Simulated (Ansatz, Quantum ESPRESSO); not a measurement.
YbSi₂Pt₂ (I4/mmm, 5 atoms in the cell) computed with different codes at matched settings

Self-consistent single point.

```
CELL_PARAMETERS angstrom
     -2.11565     2.11565     4.90413
      2.11565    -2.11565     4.90413
      2.11565     2.11565    -4.90413
ATOMIC_POSITIONS crystal
  Yb 0.00000 0.00000 0.00000
  Si 0.62178 0.62178 0.00000
  Si 0.37822 0.37822 0.00000
  Pt 0.75000 0.25000 0.50000
  Pt 0.25000 0.75000 0.50000
```

Shared settings, as Ansatz (a quantum-chemistry and plane-wave program) writes them: kpoints.mp_grid.grid = 8 8 8; scf.occupations.method = fermi_dirac; scf.occupations.width = 0.0073 Ry. Potentials and cutoffs stand in the table.

```json
[
 {"code": "Quantum ESPRESSO", "model": "PBEsol, SSSP 1.1.2 efficiency (PBE) pseudopotentials", "pressure (GPa)": "-5.57", "largest force (eV/Å)": "0.030", "cutoff": "50 Ry"},
 {"code": "Ansatz", "model": "PBEsol, PAW files made with PBE", "pressure (GPa)": "-5.38", "largest force (eV/Å)": "0.061", "cutoff": "default"}
]
```

On Ansatz's run: spin-orbit coupling is off. Spin polarisation is off.

The spread over the programs that give each value: pressure within 0.19 GPa; largest force within 0.031 eV/Å.

Ansatz's pressure is given at a fixed set of plane waves, as the other plane-wave codes print theirs; with its correction for the finite basis it is -5.33 GPa.

The starting cell comes from a database of computed structures (which also holds hypothetical and non-ambient phases and stackings), without a prior relaxation at this level.

Left out of this page: Elk (not drawn, or without a comparable value).

Keys are those of Ansatz 0.2.
